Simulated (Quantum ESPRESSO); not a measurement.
Worked example: self-consistent single point of BaSn₃S₄ (Pm, 8 atoms in the cell) in Quantum ESPRESSO.

Level of theory: PBEsol, SSSP 1.1.2 precision (PBE) pseudopotentials (plane waves; Quantum ESPRESSO).

```yaml
crystal:
  lattice:
    - [4.44901, 0.00000, 0.00000]
    - [0.00000, 4.20507, 0.00000]
    - [-0.10178, 0.00000, 11.74555]
  atoms:
    - { symbol: Ba, position: [0.41811, 0.50000, 0.61265] }
    - { symbol: Sn, position: [0.14952, 0.50000, 0.10585] }
    - { symbol: Sn, position: [0.63280, 0.00000, 0.35863] }
    - { symbol: Sn, position: [0.87009, 0.00000, 0.87999] }
    - { symbol: S, position: [0.48191, 0.50000, 0.88226] }
    - { symbol: S, position: [0.00887, 0.50000, 0.35101] }
    - { symbol: S, position: [0.51747, 0.00000, 0.14764] }
    - { symbol: S, position: [0.92122, 0.00000, 0.66198] }
```

Reference input (self-consistent single point, DFT, LDA (PZ), plane waves, GBRV 1.5 ultrasoft (LDA) pseudopotentials): ecutwfc = 40 Ry; ecutrho = 200 Ry; occupations = smearing; smearing = fd; degauss = 0.0036749 Ry; potentials = {Ba: ba_lda_v1.uspp.F.UPF, Sn: sn_lda_v1.4.uspp.F.UPF, S: s_lda_v1.4.uspp.F.UPF}; K_POINTS = automatic 3 4 2 0 0 0; conv_thr = 1e-09 Ry. This run's input differs from it in these lines:

```diff
@@ -12,4 +12,4 @@
  ntyp = 3
- ecutwfc = 40
- ecutrho = 200
+ ecutwfc = 55
+ ecutrho = 440
  occupations = 'smearing'
@@ -17,2 +17,3 @@
  degauss = 0.0036749
+ input_dft = 'pbesol'
 /
@@ -22,5 +23,5 @@
 ATOMIC_SPECIES
-Ba   137.3270  ba_lda_v1.uspp.F.UPF
-Sn   118.7100  sn_lda_v1.4.uspp.F.UPF
-S     32.0600  s_lda_v1.4.uspp.F.UPF
+Ba   137.3270  Ba.pbe-spn-kjpaw_psl.1.0.0.UPF
+Sn   118.7100  Sn_pbe_v1.uspp.F.UPF
+S     32.0600  s_pbe_v1.4.uspp.F.UPF
 CELL_PARAMETERS angstrom
```

Log, with long lists cut:

```
     Self-consistent Calculation

     iteration #  1     ecut=    55.00 Ry     beta= 0.70

     total energy              =   -1012.44595343 Ry
     estimated scf accuracy    <       3.77060999 Ry

     iteration #  2     ecut=    55.00 Ry     beta= 0.70

     total energy              =   -1003.05507797 Ry
     estimated scf accuracy    <     121.13003209 Ry

     iteration #  3     ecut=    55.00 Ry     beta= 0.70

     total energy              =   -1014.58328290 Ry
     estimated scf accuracy    <       1.78033690 Ry

   [... 15 blocks of this kind left out ...]

     iteration # 19     ecut=    55.00 Ry     beta= 0.70

     total energy              =   -1014.77122782 Ry
     estimated scf accuracy    <          3.2E-09 Ry

     iteration # 20     ecut=    55.00 Ry     beta= 0.70
     End of self-consistent calculation

     the Fermi energy is     7.5303 ev

!    total energy              =   -1014.77122782 Ry
     estimated scf accuracy    <          5.0E-10 Ry
     smearing contrib. (-TS)   =      -0.00000005 Ry
     internal energy E=F+TS    =   -1014.77122778 Ry

     convergence has been achieved in  20 iterations

     Forces acting on atoms (cartesian axes, Ry/au):

     atom    1 type  1   force =    -0.00049761    0.00000000   -0.00121282
     atom    2 type  2   force =     0.00212922    0.00000000   -0.00334870
     atom    3 type  2   force =     0.00449782    0.00000000   -0.00027313
     atom    4 type  2   force =    -0.00616692    0.00000000    0.00371024
     atom    5 type  3   force =     0.00157233    0.00000000    0.00020747
   [... lines left out ...]

     Total force =     0.012242     Total SCF correction =     0.000080

          total   stress  (Ry/bohr**3)                   (kbar)     P=      -27.77
  -0.00019832   0.00000000   0.00000639          -29.17        0.00        0.94
   0.00000000  -0.00019107   0.00000000            0.00      -28.11        0.00
   0.00000639   0.00000000  -0.00017697            0.94        0.00      -26.03

   JOB DONE.
```

The run converged in 20 iterations. Against the reference run the pressure goes from -4.24 to -2.78 GPa, the largest force goes from 0.227 to 0.185 eV/Å and the gap on the mesh hardly changes (1.292 to 1.297 eV).

The starting cell comes from a database of computed structures (which also holds hypothetical and non-ambient phases and stackings), without a prior relaxation at this level.

Cost on one core of a shared machine: roughly 4 min.
